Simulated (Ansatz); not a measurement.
Converging the k-point mesh: TiCo (P4mm, 2 atoms in the cell)

```xyz
2
Lattice="2.9810 0.0000 0.0000 0.0000 2.9810 0.0000 0.0000 0.0000 2.9810" Properties=species:S:1:pos:R:3 pbc="T T T"
Ti     0.0000     0.0000     0.0500
Co     1.4905     1.4905     1.4905
```

Computed with LDA (PW92), PAW files made with PBE (plane waves; Ansatz, a first-principles code).

Base settings: basis.ecutwfc = 420 eV; kpoints.mp_grid.grid = 11 11 11; hamiltonian.xc = lda; hamiltonian.pseudopotentials = {kind: paw} (the program's default PAW files); scf.occupations.method = fermi_dirac; scf.occupations.width = 0.1 eV.

The second cell is the first with its lattice scaled by 0.98.

Only quantities that move along the ladder and can be compared are tabulated.

The count of work is k-points × plane waves × bands × iterations; it is no time. Core times come from one kind of shared machine, to one figure; runs under 30 s give none.

The starting cell has typed, rounded lattice constants, without a prior relaxation at this level. Its lattice was rescaled by up to half a per cent. One atom was moved a little off its site on purpose. Spin polarisation is off. In the base run, with a pressure of about -14 GPa the cell is away from its equilibrium volume at this level. Ansatz's pressure includes its estimate of the finite-basis (Pulay) stress.

Steps (kpoints.mp_grid.grid): 2 2 2; 3 3 3; 4 4 4; 5 5 5; 6 6 6; 7 7 7; 8 8 8; 9 9 9; 10 10 10; 11 11 11; 12 12 12; 13 13 13; 14 14 14; 16 16 16; 17 17 17; 19 19 19; 21 21 21; 24 24 24; 26 26 26; 29 29 29; 32 32 32; 36 36 36.

### Question
What is the coarsest kpoints.mp_grid.grid that holds the energy of the compressed cell less the first within 2 meV/atom of the last step, with all finer ones?

### Answer
4 4 4, at 0.0050 of the last step's count of work; the step before is off by 9.2 meV/atom.

### Question
What is the coarsest kpoints.mp_grid.grid that holds the forces within 0.005 eV/Å of the last step, with all finer ones?

### Answer
7 7 7, at 0.011 of the last step's count of work; the step before is off by 0.016 eV/Å.

### Question
What is the coarsest kpoints.mp_grid.grid that holds the pressure within 0.05 GPa of the last step, with all finer ones?

### Answer
8 8 8, at 0.021 of the last step's count of work; the step before is off by 0.11 GPa.

```csv
kpoints.mp_grid.grid,free energy less the last step's (meV/atom),energy of the compressed cell less the first (meV/atom),pressure (GPa),largest difference of a force vector from the last step's (eV/Å),count of work / last,core time / last (rough)
2 2 2,556.13,-47.11,-13.63,0.258,0.0015,–
3 3 3,-46.25,-54.13,-15.81,0.035,0.0015,–
4 4 4,-24.64,-45.16,-14.25,0.003,0.0050,–
5 5 5,12.00,-43.95,-13.91,0.006,0.0050,–
6 6 6,-7.04,-43.83,-13.98,0.016,0.011,–
7 7 7,5.79,-44.45,-14.01,0.004,0.011,–
8 8 8,-1.35,-45.11,-14.16,0.001,0.021,–
9 9 9,0.74,-44.80,-14.10,0.002,0.021,–
10 10 10,-0.09,-45.12,-14.16,0.000,0.035,–
11 11 11,-0.16,-44.73,-14.10,0.001,0.035,–
12 12 12,0.23,-44.96,-14.13,0.000,0.054,–
13 13 13,-0.08,-44.92,-14.12,0.000,0.054,–
14 14 14,0.05,-44.93,-14.13,0.001,0.080,–
16 16 16,0.04,-44.86,-14.12,0.000,0.11,–
17 17 17,-0.02,-44.93,-14.13,0.000,0.11,–
19 19 19,0.00,-44.92,-14.12,0.000,0.15,–
21 21 21,0.01,-44.91,-14.12,0.000,0.20,–
24 24 24,0.00,-44.92,-14.12,0.000,0.33,0.3
26 26 26,0.00,-44.92,-14.12,0.000,0.41,0.4
29 29 29,0.00,-44.92,-14.12,0.000,0.50,0.4
32 32 32,0.00,-44.92,-14.12,0.000,0.72,0.9
36 36 36,0.00,-44.92,-14.12,0.000,1.0,1
```

The energy difference between the two cells stays within 1 meV/atom of the last step's from 7 7 7 on, the total only from 9 9 9 on: much of the error is common to both cells and cancels.

Two neighbours can agree and both be off: 5 5 5 and 6 6 6 differ by 0.12 meV/atom in the energy of the compressed cell less the first, yet lie about 1.1 meV/atom from the last step.

Keys are those of Ansatz 0.2.
